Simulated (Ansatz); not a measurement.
The parent structure is InP in the zinc blende structure (space group F-43m, No. 216; a = 5.907 Å). Axes: x, y, z lie along the cube axes.

Calculations: r2SCAN (Ansatz, a program for electronic structure, PAW, no SOC), earlier PAW set.

Before the change:

| Quantity | Result |
|---|---|
| Valley order | Γ 1.02 eV; L along ⟨111⟩ 1.79 eV; X along ⟨100⟩ 2.04 eV |
| Volume per atom | 25.77 Å³ |
| Electron mass | 0.073 mₑ (at Γ) |

One thing is altered: compressive biaxial strain of 0.79 % in the plane normal to [001], as in epitaxy on a mismatched substrate; the out-of-plane cell vector and the atoms relax.

How does this affect the valley order, volume per atom and electron mass?

The valley order (the lowest conduction-band minima on the path, energy above the VBM, named in the base's zone) changes from Γ 1.02 eV; L along ⟨111⟩ 1.79 eV; X along ⟨100⟩ 2.04 eV to Γ 1.04 eV; L along [111] 1.78 eV; X along [010] 1.97 eV; X along [001] 2.07 eV; the volume per atom shrinks by 0.19 Å³ to 25.58 Å³; the electron mass changes from 0.073 mₑ (at Γ) to 0.076 mₑ (at Γ).

The levels and masses belong to the bands next to the band gap. Effective masses come from finite differences of ±0.01 Å⁻¹. No phonon test of stability was made.
